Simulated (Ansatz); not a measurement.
**TiO2, pressure series**

Take TiO₂ in the anatase structure (space group I4_1/amd, No. 141; a = 3.7988 Å, c = 9.7008 Å) as the base.

Cell and atoms are relaxed at each pressure.

Computed with plane-wave PAW DFT at the PBE level (Ansatz, a quantum-chemistry and plane-wave program, 420 eV), no spin-orbit coupling.

```json
[
 {"P (GPa)": "-2.00", "V (Å³/atom)": "11.803"},
 {"P (GPa)": "-1.00", "V (Å³/atom)": "11.734"},
 {"P (GPa)": "1.80", "V (Å³/atom)": "11.547"},
 {"P (GPa)": "4.20", "V (Å³/atom)": "11.395"},
 {"P (GPa)": "8.99", "V (Å³/atom)": "11.107"},
 {"P (GPa)": "18.00", "V (Å³/atom)": "10.617"},
 {"P (GPa)": "30.00", "V (Å³/atom)": "10.054"}
]
```

**Question.** Fit a third-order Birch–Murnaghan equation of state.

**Answer.** Least squares on P(V) = (3B₀/2)[(V₀/V)^(7/3) − (V₀/V)^(5/3)]·[1 + (3/4)(B₀′ − 4)((V₀/V)^(2/3) − 1)] gives V₀ = 11.67 Å³/atom, B₀ = 173 GPa and B₀′ = 2.3.

Load acts through the strain it causes; cell and atoms are relaxed under it. Stability against distortions was not tested. No other phases were tried under pressure. The final runs are not spin-polarised.
